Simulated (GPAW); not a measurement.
Equation of state of zinc-blende BeSe (space group 216): energy against volume (GPAW, PBEsol)

```
BeSe
1.0
    0.00000     2.49538     2.49538
    2.49538     0.00000     2.49538
    2.49538     2.49538     0.00000
Be Se
1 1
Direct
  0.00000   0.00000   0.00000
  0.75000   0.75000   0.75000
```

Method of the run: PBEsol, GPAW PAW datasets PBEsol (made by gpaw-setup) (plane waves; GPAW). Settings: mode = pw; ecut = 780 eV; xc = PBEsol; kpts = 11 11 11; mesh shift (steps) = 0 0 0; occupations.name = fermi-dirac; occupations.width = 0.01 eV; nbands = -6; convergence.density = 1e-05 e/electron; convergence.energy = 1e-05 eV/electron; convergence.bands = -4; symmetry.symmorphic = false; symmetry.tolerance = 0.0005; maxiter = 120. The cell above is the first row's. The rows scale it uniformly. In all rows fractional positions and the k mesh are held. E is the free energy at the stated smearing, counted from the lowest row.

```csv
V (Å^3/atom),E (meV/atom)
15.539,30.28
15.876,16.36
16.214,6.94
16.552,1.62
16.890,0.00
17.228,1.74
17.565,6.52
17.903,14.06
18.241,?
```

Taking the third-order Birch-Murnaghan form, a cubic in V^(-2/3) for E over the 8 complete rows: With u = V^(-2/3) - 0.153, the rows have u = 0.007590, 0.005309, 0.003101, 0.000969, -0.001092, -0.003086, -0.005009, -0.006878. Least squares gives E = 0.423 + 833.93·u + 408978·u² - 79464·u³. Residuals (row less fit): 0.002, -0.006, 0.001, 0.005, 0.000, -0.007, 0.003, -0.001; standard error 0.005 (degrees of freedom: 4). Its minimum lies at u = -0.001019, so V0 = (0.151981)^(-3/2) = 16.88. There d²E/du² = 818400 and d³E/du³ = -476800, so B0 = (4/9) × 16.88^(-7/3) × 818400 × 0.160218 = 79.8 GPa (the last factor turns the table's units into GPa), and B0' = 4 + (2/3) × 0.151981 × (-476800)/818400 = 3.9. The program's pressures in the fitted runs (not shown) pass through zero at V = 16.88, 0.01 % from this V0.

Problem. Estimate the missing E (V = 18.241); what did the run itself give?

Solution. u = -0.008689, so E = 0.423 + 833.93 × (-0.008689) + 408978 × (-0.008689)² - 79464 × (-0.008689)³ = 24.106 meV/atom. The calculation gives 24.10 meV/atom, 0.006 meV/atom below the prediction (under 0.05 % of the range of E in the table). The row lies outside the fitted rows, so this is an extrapolation. From the scatter of the fitted rows alone, a prediction at this place has a standard error of 0.013 meV/atom, so the miss is 0.5 times that.

Carrying the step between the two nearest rows on in a straight line would have given 21.60, off by 2.50; series whose last step already gives the withheld value aren't shown. The scan was laid around a cell of about the measured size, scaled by a guess for this functional. The runs keep the symmetry of the cell, so they don't test it for distortions. Cutoffs and mesh are single choices, not tested for convergence of this quantity. Series with a scatter that would blur these digits, or in which a gap closes, are not shown. Nor are scans whose minimum lies at an end fitted in this form.
